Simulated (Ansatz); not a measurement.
Structures of equal composition on the (113) surface of germanium: 1 pair of surface atoms bonded, Si on one of 4 surface atoms, no caps; 1 pair of surface atoms bonded, Si on one of 4 atoms of the third shell, no caps; 1 pair of surface atoms bonded, Si on one of 4 atoms under the surface, no caps. The slabs share one bottom face, and each structure is named by its start. These are constructed structures in small cells; real faces may alloy, dewet or reconstruct in larger ones, and not all known structures of the face are among them. Slabs of about 14 Å with all that they carry, Fermi-Dirac smearing of 0.025 eV. Bottom of the slabs: built like the top, H on every dangling bond, free. Relaxed from the named starts with such symmetry as they have, on meshes of like density; energies extrapolated to zero smearing; no spin-orbit coupling, no U. Spin-polarised runs, if any, are marked in brackets, and their order is one that fits the cell; the others ran without spin. Where a second, spin-polarised start was run, the lower counts.

Method: PBE (plane waves to 420 eV, PAW; Ansatz, an electronic-structure program).

Problem. Order them by energy per 1x1 cell (lowest first) at the level PBE.

Solution. 1 pair of surface atoms bonded, Si on one of 4 atoms of the third shell, no caps (0.000 eV, gap 0.41 eV on the mesh), 1 pair of surface atoms bonded, Si on one of 4 atoms under the surface, no caps (0.045 eV, gap 0.37 eV on the mesh), 1 pair of surface atoms bonded, Si on one of 4 surface atoms, no caps (0.177 eV, gap 0.39 eV on the mesh)
